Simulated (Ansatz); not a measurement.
## Pressure series in BP

The reference is BP in the zinc blende structure (space group F-43m, No. 216; a = 4.548 Å).

Cell and atoms are relaxed at each pressure.

Level of theory: Ansatz (a first-principles code) PBE, without spin-orbit coupling, earlier PAW set.

Candidates:
(a) pressure 3 GPa
(b) pressure 75 GPa
(c) pressure 100 GPa

Before the change:

```
Quantity    Value
--------  -------
Band gap  1.25 eV
```

Q: Order them by band gap, highest first.

A: (a) pressure 3 GPa (1.22 eV), (b) pressure 75 GPa (0.75 eV), (c) pressure 100 GPa (0.62 eV)

Load acts through the strain it causes; cell and atoms are relaxed under it. No phonon test of stability was made. No other phases were tried under pressure.
